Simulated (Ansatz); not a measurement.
The starting structures come from a database of crystals and need not be the phases stable at ambient conditions.

 Where the default PAW files enter, the runs use the earlier of Ansatz's two default sets.

Evanescent states of NaCNO (R3m, not sure to be the ambient phase, 4 atoms a cell, 14.8 Å³ an atom, -3 GPa at this level) along the normal of (101)

These are r2SCAN (plane waves, PAW; Ansatz, a first-principles code) values and carry that method's errors.

The gap is the functional's own. No spin-orbit coupling. Mid-gap values are interpolated on the energy grid.

Energies count from the valence-band top; κ is the least over a 10×6 mesh across the current.

```json
[
 {"E (eV)": "0.12", "κ (1/Å)": "0.195", "where": "off Γ"},
 {"E (eV)": "0.34", "κ (1/Å)": "0.323", "where": "off Γ"},
 {"E (eV)": "0.57", "κ (1/Å)": "0.400", "where": "off Γ"},
 {"E (eV)": "0.81", "κ (1/Å)": "0.455", "where": "off Γ"},
 {"E (eV)": "1.03", "κ (1/Å)": "0.495", "where": "off Γ"},
 {"E (eV)": "1.26", "κ (1/Å)": "0.525", "where": "off Γ"},
 {"E (eV)": "1.50", "κ (1/Å)": "0.544", "where": "Γ"},
 {"E (eV)": "1.73", "κ (1/Å)": "0.543", "where": "Γ"},
 {"E (eV)": "1.96", "κ (1/Å)": "0.537", "where": "Γ"},
 {"E (eV)": "2.19", "κ (1/Å)": "0.528", "where": "Γ"},
 {"E (eV)": "2.42", "κ (1/Å)": "0.516", "where": "Γ"},
 {"E (eV)": "2.65", "κ (1/Å)": "0.500", "where": "Γ"},
 {"E (eV)": "2.88", "κ (1/Å)": "0.482", "where": "Γ"},
 {"E (eV)": "3.10", "κ (1/Å)": "0.461", "where": "Γ"},
 {"E (eV)": "3.33", "κ (1/Å)": "0.437", "where": "Γ"},
 {"E (eV)": "3.56", "κ (1/Å)": "0.409", "where": "Γ"},
 {"E (eV)": "3.79", "κ (1/Å)": "0.376", "where": "Γ"},
 {"E (eV)": "4.03", "κ (1/Å)": "0.338", "where": "Γ"},
 {"E (eV)": "4.25", "κ (1/Å)": "0.293", "where": "Γ"},
 {"E (eV)": "4.49", "κ (1/Å)": "0.236", "where": "Γ"},
 {"E (eV)": "4.71", "κ (1/Å)": "0.153", "where": "Γ"}
]
```

Task: How thick must the barrier be to attenuate the transmission by 10^8 when the electrodes' Fermi level lies at 1.26 eV, and what attenuation does that film give at 1.73 eV?

Result: d = 8 ln 10 / (2 × 0.525) = 17.5 Å. At 1.73 eV it gives 8 × 0.543/0.525 = 8.3 decades.
